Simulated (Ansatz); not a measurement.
BeS (model structure, started from the rocksalt type, Fm-3m, No. 225, 2 atoms in the cell) was calculated with r²SCAN (Ansatz, a program for electronic structure, PAW).

Settings: plane-wave cutoff 560 eV, 12×12×12 k mesh, Fermi–Dirac smearing 0.01 eV, scalar-relativistic PAW data made under PBE.

The cell is the one relaxed with PBEsol. Conventional cell: a = 4.5898 Å, b = 4.5898 Å, c = 4.5898 Å, α = 90.00°, β = 90.00°, γ = 90.00°.

```
BeS
1.0
    0.00000     2.29492     2.29492
    2.29492     0.00000     2.29492
    2.29492     2.29492     0.00000
S Be
1 1
Direct
  0.00000   0.00000   0.00000
  0.50000   0.50000   0.50000
```

Q: List the 5 lowest band energies at Γ above −25 eV (eV, relative to the valence band maximum), grouping those that round alike.

A: At Γ: -16.04, -0.30 (×3), 6.56.

Note: the relaxation could raise the start's symmetry but not lower it, so the cell can be a saddle point; cell and atoms aren't relaxed at this level (pressure 3.4 GPa).

A model structure was made by putting elements into a prototype or built by hand; it is no filed structure, need not be a known phase, and can be a saddle point held by its symmetry.
